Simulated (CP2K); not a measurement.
CP2K 2026.2, DFT, PBE, Gaussian and plane waves, DZVP-MOLOPT bases, GTH-PBE potentials: W(110) slab of 5 layers, 1x1, atoms displaced (W5), unrelaxed, 5 atoms. Basis and mesh were picked for this test and aren't claimed converged.

```json
{
  "cell": "3.17, 2.74, 28.95 Å; 90, 90, 54.7°",
  "distance_to_the_nearest_atom": "2.69 to 2.74 Å",
  "SCF method": "diagonalisation with mixing (no OT or OUTER_SCF section)",
  "task": "scf",
  "basis": "W=DZVP-MOLOPT-SR-GTH-q14",
  "GLOBAL/RUN_TYPE": "ENERGY_FORCE",
  "GLOBAL/PRINT_LEVEL": "LOW",
  "QS/METHOD": "GPW",
  "QS/EPS_DEFAULT": "1e-12",
  "MGRID/CUTOFF": "400 Ry",
  "MGRID/REL_CUTOFF": "50 Ry",
  "SCF/SCF_GUESS": "ATOMIC",
  "SCF/EPS_SCF": "1e-06",
  "SCF/MAX_SCF": "150",
  "SCF/DIAGONALIZATION/ALGORITHM": "STANDARD",
  "SCF/MIXING/METHOD": "BROYDEN_MIXING",
  "SCF/MIXING/ALPHA": "0.15",
  "SCF/MIXING/NBUFFER": "8",
  "SCF/ADDED_MOS": "8",
  "SCF/SMEAR/METHOD": "FERMI_DIRAC",
  "SCF/SMEAR/ELECTRONIC_TEMPERATURE": "[K] 1000",
  "KPOINTS/SCHEME": "MONKHORST-PACK 4 4 1",
  "KPOINTS/GAMMA_CENTERED": "T",
  "GLOBAL/PREFERRED_DIAG_LIBRARY": "ELPA (default)",
  "SCF/MIXING/BETA": "0.5 (default)",
  "MGRID/NGRIDS": "4 (default)",
  "basis_functions": "130"
}
```

Hardware: AMD EPYC (Zen 5), 96 cores on 1 socket, no SMT, 12 L3 cache groups.

Times are wall-clock medians of two to five runs, from launch to exit, with nothing else on the machine. Unless noted, each process is bound to its own block of adjacent cores. The times hold for this build (conda-forge: MPICH, OpenMP, OpenBLAS, FFTW, ScaLAPACK, ELPA, COSMA, DBCSR on BLAS). Scratch files lie in a memory file system.

Ways to run it:
- 12 ranks × 4 threads
- 24 ranks × 2 threads
- 6 ranks × 8 threads
- 8 ranks × 6 threads
- 3 ranks × 16 threads
- 16 ranks × 3 threads
- 2 ranks × 24 threads
- 4 ranks × 12 threads
- 48 ranks

Task: How does the memory of the whole job compare between these ways of running it?

Result: Most: 48 ranks, 10 GiB; least: 2 ranks × 24 threads, 1.4 GiB (peak over all processes with shared segments and scratch files, sampled up to once a second, or the high-water mark of the largest process where that is more).

```tsv
way	memory in all	wall time
2 ranks × 24 threads	1.4 GiB	7.4 s
3 ranks × 16 threads	1.7 GiB	7.1 s
4 ranks × 12 threads	1.7 GiB	7.5 s
6 ranks × 8 threads	2.0 GiB	5.2 s
8 ranks × 6 threads	2.5 GiB	6.0 s
12 ranks × 4 threads	3.3 GiB	5.6 s
16 ranks × 3 threads	4.1 GiB	5.7 s
24 ranks × 2 threads	5.6 GiB	6.3 s
48 ranks	10 GiB	9.1 s
```
